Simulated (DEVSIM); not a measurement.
Device: abrupt GaAs p-n junction, at 300 K.

Layer 1 from the left is GaAs, thickness (μm) 3.30, Na (cm⁻³) 2.1e15, τn (s) 1.1e-8, τp (s) 1.1e-8. Layer 2 from the left is GaAs, thickness (μm) 10.0, Nd (cm⁻³) 2.6e15, τn (s) 1.1e-8, τp (s) 1.1e-8.

Left contact: ohmic. Right contact: ohmic. Voltage is applied to the left contact. Recombination: SRH at mid-gap, radiative. Mobility is constant in doping.

This is a model device: material constants are rounded textbook-type values typed into the input, and sizes, dopings and lifetimes were drawn at random. Values at 300 K.

GaAs: gap (eV) 1.424, affinity (eV) 4.07, permittivity 12.9, Nc (cm⁻³) 4.7e17, Nv (cm⁻³) 9e18, μn (cm²/Vs) 8500, μp (cm²/Vs) 400, B (cm³/s) 2e-10.

Estimate by hand the built-in potential, the peak field at zero bias, the capacitance at -6 V, and compare with a numerical solution.


- Built-in potential: ni = √(Nc Nv) exp(−Eg/2kT) = 2250000 cm⁻³ with Eg = 1.424 eV; Vbi = kT/q ln(Na Nd/ni²) = 1.073 V; numerical 1.073 V.
- Peak field at zero bias: depletion approximation: W = √(2εVbi/(qN)) = 1.15 μm with N = 1.16e15 cm⁻³; field = 2Vbi/W = 18700 V/cm; numerical 18200 V/cm (estimate above by 2.5 %).
- Capacitance at -6 V: C = √(qεN / 2(Vbi + |V|)) = 3.88 nF/cm²; numerical 3.89 nF/cm².

DEVSIM, 1D drift-diffusion, Boltzmann statistics, complete ionisation; no tunnelling, impact ionisation, image-force lowering or self-heating.
